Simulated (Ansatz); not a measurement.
## SiC: transverse stress against strain

SiC (4H polytype, P6_3mc, 10.138 Å³/atom and stress up to 0.01 GPa in the relaxed cell, c along z) under a strain ε along c (axis z), the other axes held. LDA in Ansatz, a plane-wave DFT program (PAW, default set), 420 eV, 12×12×4 Γ-centred mesh, Fermi-Dirac smearing 0.05 eV; ions are relaxed, or left where forces stay under 0.02 eV/Å, within the symmetry of each cell. Stress is positive for a compressed cell.

Here s stands for strain and y for stress xx.

```csv
strain (%),stress xx (GPa)
-3.00,?
-1.50,0.99
-0.75,0.47
0.00,-0.01
0.75,-0.44
1.50,-0.83
```

The 5 complete rows are fitted with a straight line, y against s. Means: s 0, y 0.036. About the means, the sum of products is -3.4125 and the sum of squares of s is 5.6250; the slope is their ratio. Least squares gives y = 0.036 - 0.6067·s. Residuals (row less fit): 0.044, -0.021, -0.046, -0.021, 0.044; standard error 0.048 (degrees of freedom: 3). The slope gives the elastic constant C13 = 61 ± 2 GPa (± standard error of the fit, which holds the terms cut off).

### Question
Estimate the missing y (s = -3.00); what did the run itself give?

### Answer
y = 0.036 - 0.6067 × (-3.00) = 1.856 GPa. The calculation gives 2.17 GPa, 0.314 GPa above the prediction (10.5 % of the range of y in the table). The row lies outside the fitted rows, so this is an extrapolation. From the scatter of the fitted rows alone, a prediction at this place has a standard error of 0.080 GPa, so the miss is 3.9 times that.

A polynomial of degree 2 through the 8 other runs of the series gives 2.15 there, so most of the miss is curvature that the fit leaves out. The start is a measured cell from the literature; how it stands against other phases or cation orders wasn't checked. Rows are the converged runs of the series near zero and its far end; series whose fitted rows scatter by over a few per cent of the range, as at a crossing or softening among them, aren't shown in this form, nor equations of state whose B0' disagrees with the runs' pressures. Most that stay on the fit to the last digits aren't either.
